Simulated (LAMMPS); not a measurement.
Molecular dynamics of a melt made from Cu3Au (L1_2), 4000 atoms, at 1560 K and 5 GPa, brought to that temperature within a few picoseconds.

Model: classical MD, pair style eam, the elements' _u3.eam files (universal-3 set of Foiles, Baskes and Daw), run in LAMMPS.

Question: Estimate the state found, the coordination number of Au by Au, the most common Cu-Cu-Cu angle for this model.

Answer: state found: liquid; coordination number of Au by Au: 3.45 (counted to 3.82 Å); most common Cu-Cu-Cu angle: at the 3° bin centred on 55.5°, after smoothing over three bins (mean of all 96°).

Caution: a run this short can hold a crystal over, or a liquid under, the potential's own melting point, which these runs don't give.
